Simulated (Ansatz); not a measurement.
Lattice parameter a of HfO2 (model structure, started from the tetragonal ZrO2 type, P4₂/nmc, No. 137, 6 atoms in the cell; like a known high-temperature phase) at several levels of theory

No measured value is used here.

```tsv
level (code)	value (Å)
LDA (Ansatz)	3.537
PBE (Ansatz)	___
PBE-D3(BJ) (Ansatz)	3.587
r²SCAN (Ansatz)	3.577
r²SCAN+rVV10 (Ansatz)	3.569
```

Question: Fill in the missing entries.

Answer: 
- PBE (Ansatz, a program for electronic structure), value (Å): 3.604

Density-functional levels without +SOC have no spin–orbit coupling. Cutoffs differ between the levels. Ansatz's density-functional and Hartree–Fock values are scalar-relativistic unless marked +SOC, with PAW data made under PBE.

A model structure was made by putting elements into a prototype or built by hand; it is no filed structure, need not be a known phase, and can be a saddle point held by its symmetry.
